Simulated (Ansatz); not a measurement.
## Carrier properties of ZnO under load (space group P6_3mc)

Here is the system:

```
CELL_PARAMETERS angstrom
      3.26509     0.00000     0.00000
     -1.63254     2.82765     0.00000
      0.00000     0.00000     5.27212
ATOMIC_POSITIONS crystal
  Zn 0.33333 0.66667 0.99804
  Zn 0.66667 0.33333 0.49804
  O  0.33333 0.66667 0.37696
  O  0.66667 0.33333 0.87696
```

All values below come from PBE with spin-orbit coupling, rigid bands (plane waves, PAW; Ansatz, a quantum-chemistry and plane-wave program). Condition of this run: hydrostatic pressure of -4.4 GPa (compression positive) (the target of the relaxation). Cell: cell and atoms relaxed with PBEsol, then loaded as said.

- band gap = 0.75 eV
- electron conductivity mass (300 K, dilute) = 0.159 mₑ
- hole conductivity mass (300 K, dilute) = 1.94 (x), 1.94 (y), 2.9 (z) mₑ
- effective density of states N_c (300 K) = 1.5e18 cm⁻³
- effective density of states N_v (300 K) = 8.5e19 cm⁻³
- density-of-states mass, electrons = 0.151 mₑ
- density-of-states mass, holes = 2.3 mₑ
- Seebeck coefficient, n-type 1e19 cm⁻³, 300 K = -95 μV/K
- best n-type power factor at 300 K for τ = 10 fs (best axis; densities from 1e16 to 1e21 cm⁻³ tried, whether or not they can be reached) = 1.45 μW/(cm·K²) at 3e18 cm⁻³
- Seebeck coefficient, p-type 1e19 cm⁻³, 300 K = 443 μV/K

Rigid bands; masses and Seebeck coefficients take one relaxation time τ for all states and one kind of carrier; polarons and phonon drag are left out. Geometry: cell and atoms relaxed with PBEsol.
